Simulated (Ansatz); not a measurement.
Electronic density of states of amorphous Si₂₄O₅₀Ti, density 2.24 g/cm³, on a 2×2×2 Γ-centred mesh with a Gaussian width of 0.1 eV; energies count from the Fermi level, whose place inside the gap is arbitrary. Cell and mesh are small, so fine structure isn't converged. These are PBE, scalar-relativistic without spin-orbit coupling (plane waves to 420 eV, PAW; Ansatz, a program for electronic structure) values and carry that method's errors. Sampling: a 2×2×2 Γ-centred mesh; Fermi-Dirac width 0.02 eV; no spin polarisation. At PBE the levels at both edges of the gap are localised (band-tail or defect states), and the nearest spread-out levels lie 5.6 eV apart at the zone centre.

A CHGNet melt-quench gave the starting glass, which DFT then relaxed. O atoms were pushed apart under 1.9 Å during the dynamics, to hinder bonds among them. The hot cell started wider than the set density and was brought back towards it in steps. It is the lowest in DFT energy of 2 quenches. It is a model cell: composition and starting density were chosen by hand, and all elements were melted together. No dispersion term was used. Its density started from a set value of 2.24 and ended at 2.24 g/cm³. The quench (nominally 400 K/ps over its main leg) was far faster than any real one, so the model tends to hold more defects than a real film. One small periodic cell is one sample of the glass; other quenches scatter about these values. The volume was held where the preparation left it and the shape relaxed, at a PBE pressure of 1.3 GPa. Stress components on the final sampling reach 1.4 GPa.

```tsv
E - EF (eV)	states/(eV atom)
-12.00	0.00
-11.90	0.00
-11.80	0.00
-11.70	0.00
-11.60	0.00
-11.50	0.00
-11.40	0.00
-11.30	0.00
-11.20	0.00
-11.10	0.02
-11.00	0.09
-10.90	0.17
-10.80	0.21
-10.70	0.20
-10.60	0.14
-10.50	0.15
-10.40	0.18
-10.30	0.17
-10.20	0.20
-10.10	0.17
-10.00	0.17
-9.90	0.18
-9.80	0.21
-9.70	0.20
-9.60	0.20
-9.50	0.22
-9.40	0.18
-9.30	0.19
-9.20	0.18
-9.10	0.17
-9.00	0.17
-8.90	0.17
-8.80	0.21
-8.70	0.22
-8.60	0.22
-8.50	0.18
-8.40	0.15
-8.30	0.21
-8.20	0.20
-8.10	0.19
-8.00	0.20
-7.90	0.18
-7.80	0.18
-7.70	0.32
-7.60	0.51
-7.50	0.63
-7.40	0.69
-7.30	0.65
-7.20	0.54
-7.10	0.47
-7.00	0.49
-6.90	0.47
-6.80	0.40
-6.70	0.37
-6.60	0.38
-6.50	0.23
-6.40	0.14
-6.30	0.24
-6.20	0.27
-6.10	0.39
-6.00	0.44
-5.90	0.27
-5.80	0.16
-5.70	0.15
-5.60	0.16
-5.50	0.21
-5.40	0.31
-5.30	0.48
-5.20	0.63
-5.10	0.65
-5.00	0.61
-4.90	0.54
-4.80	0.51
-4.70	0.56
-4.60	0.62
-4.50	0.72
-4.40	0.78
-4.30	0.76
-4.20	0.77
-4.10	0.84
-4.00	0.92
-3.90	0.88
-3.80	0.93
-3.70	0.94
-3.60	0.91
-3.50	0.95
-3.40	0.97
-3.30	0.99
-3.20	0.93
-3.10	0.84
-3.00	0.75
-2.90	0.74
-2.80	0.81
-2.70	0.87
-2.60	0.83
-2.50	0.81
-2.40	0.82
-2.30	0.68
-2.20	0.46
-2.10	0.34
-2.00	0.14
-1.90	0.02
-1.80	0.00
-1.70	0.00
-1.60	0.00
-1.50	0.00
-1.40	0.00
-1.30	0.00
-1.20	0.00
-1.10	0.00
-1.00	0.00
-0.90	0.00
-0.80	0.00
-0.70	0.00
-0.60	0.00
-0.50	0.00
-0.40	0.00
-0.30	0.00
-0.20	0.00
-0.10	0.00
0.00	0.00
0.10	0.00
0.20	0.00
0.30	0.00
0.40	0.00
0.50	0.00
0.60	0.00
0.70	0.00
0.80	0.00
0.90	0.00
1.00	0.00
1.10	0.00
1.20	0.00
1.30	0.00
1.40	0.00
1.50	0.00
1.60	0.00
1.70	0.00
1.80	0.00
1.90	0.01
2.00	0.10
2.10	0.18
2.20	0.17
2.30	0.06
2.40	0.00
2.50	0.00
2.60	0.00
2.70	0.05
2.80	0.14
2.90	0.07
3.00	0.01
3.10	0.04
3.20	0.14
3.30	0.09
3.40	0.03
3.50	0.01
3.60	0.01
3.70	0.07
3.80	0.15
3.90	0.11
4.00	0.06
4.10	0.07
4.20	0.06
4.30	0.04
4.40	0.07
4.50	0.10
4.60	0.08
4.70	0.07
4.80	0.08
4.90	0.08
5.00	0.08
5.10	0.09
5.20	0.10
5.30	0.13
5.40	0.10
5.50	0.13
5.60	0.17
5.70	0.18
5.80	0.21
5.90	0.27
6.00	0.26
6.10	0.23
6.20	0.25
6.30	0.25
6.40	0.30
6.50	0.37
6.60	0.42
6.70	0.48
6.80	0.52
6.90	0.55
```

The gap between localised states on this mesh is 4.11 eV; the broadening fills part of it in the curve.
